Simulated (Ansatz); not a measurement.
Take Sn (space group I4_1/amd, No. 141) as the base.

```
CELL_PARAMETERS angstrom
     -2.91645     2.91645     1.57904
      2.91645    -2.91645     1.57904
      2.91645     2.91645    -1.57904
ATOMIC_POSITIONS crystal
  Sn 0.75000 0.25000 0.50000
  Sn 0.00000 0.00000 0.00000
```

Calculations: PBEsol (Ansatz, a quantum-chemistry and plane-wave program, PAW, spin-orbit coupling left out).

Before the change:

Lattice parameter a: 583.3 pm
Largest site moment: 0.00 μB

Modification: Co takes the place of Sn on all its sites; the structure is relaxed again.

Tabulated Pauling electronegativity and covalent radius: Sn 1.96, 1.39 Å; Co 1.88, 1.26 Å.

### Question
What does the calculation give for the lattice parameter a after the change?

### Answer
The lattice parameter a decreases by 140.5 pm to 442.8 pm.

### Question
What does the calculation give for the largest site moment after the change?

### Answer
The largest site moment goes from zero to 1.78 μB.

Other magnetic orders, which the real material may have, were not ruled out. No phonon test of stability was made. As relaxed here, Co is a hypothetical phase, not in the database extracts checked.
